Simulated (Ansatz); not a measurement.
The starting structures come from a database of crystals and need not be the phases stable at ambient conditions.

 Where the default PAW files enter, the runs use the earlier of Ansatz's two default sets.

Inside the gap of an insulator the Bloch states are evanescent, with a wavenumber k + iκ along the transport direction.

Given:

```
CELL_PARAMETERS angstrom
      5.01922     0.08124     0.00000
      1.53039     4.78090     0.00000
      1.74441    -2.34983     2.92655
ATOMIC_POSITIONS crystal
  Sn 0.00000 0.00000 0.00000
  F  0.23305 0.23305 0.00000
  F  0.76695 0.76695 0.00000
  F  0.50000 0.50000 0.50000
  F  0.00000 0.00000 0.50000
```

Space group of this cell: I4/mmm. The cell was relaxed by PBE-D3(BJ); by r2SCAN its mean pressure is -4.5 GPa.

Transport runs along the normal of the first two printed cell vectors, the (110) plane of the conventional cell.

The gap is the functional's own, uncorrected, and κ follows it; spin-orbit coupling is left out. Mid-gap values are interpolated between the computed energies.

### Question
State the band gap and the smallest decay constant κ at mid-gap according to r2SCAN (Ansatz, a first-principles code).

### Answer
Gap 3.97 eV on a 10×10×10 mesh; κ = 0.449 1/Å, at the zone centre.
